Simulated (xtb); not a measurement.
xtb 6.7.1, GFN1-xTB: Sn(Me)(Vi)(OMe)2 (C=[CH][Sn]([CH3])([O]C)[O]C), 20 atoms. The geometry is a generated start, not checked to be a minimum at this level.

```
Property                  Result
-----------------  -------------
run flags                 --grad
method                  GFN1-xTB
--acc                1 (default)
--etemp (K)        300 (default)
basis functions               62
valence electrons             48
```

```xyz
20

C      2.7275    -0.8912    -1.3841
C      1.5344    -0.3410    -1.4724
Sn     0.0385    -0.3342     0.1394
C      0.5247    -1.1069     2.1532
O     -0.7846     1.5328     0.2857
C     -0.0965     2.7149     0.5723
O     -1.5347    -1.4290    -0.4638
C     -2.7695    -0.9524    -0.9281
H      3.4167    -0.8654    -2.2203
H      3.0761    -1.3938    -0.4971
H      1.2108     0.1473    -2.3849
H      1.5124    -0.7710     2.4566
H     -0.2270    -0.7250     2.8373
H      0.4879    -2.1896     2.1246
H     -0.8462     3.5087     0.6150
H      0.6340     2.9682    -0.2008
H      0.4186     2.6740     1.5365
H     -2.6629    -0.2906    -1.7919
H     -3.3415    -1.8335    -1.2278
H     -3.3188    -0.4223    -0.1495
```

One run each on 1 thread. Values of broydamp tried: 0.02, 0.05, 0.1, 0.2, 0.4 (default), 0.6, 0.8, 1.

Question: Predict the course of the SCC iterations along this series.

Answer: Fewest SCC iterations, within one of each other: 0.2 with 12, 0.4 (default) with 11, 0.6 with 12. The count rises to 20 at 0.02. All converge to one solution.

```tsv
broydamp	SCC iterations	end
0.02	20	same solution
0.05	18	same solution
0.1	16	same solution
0.2	12	same solution
0.4 (default)	11	same solution
0.6	12	same solution
0.8	13	same solution
1	14	same solution
```
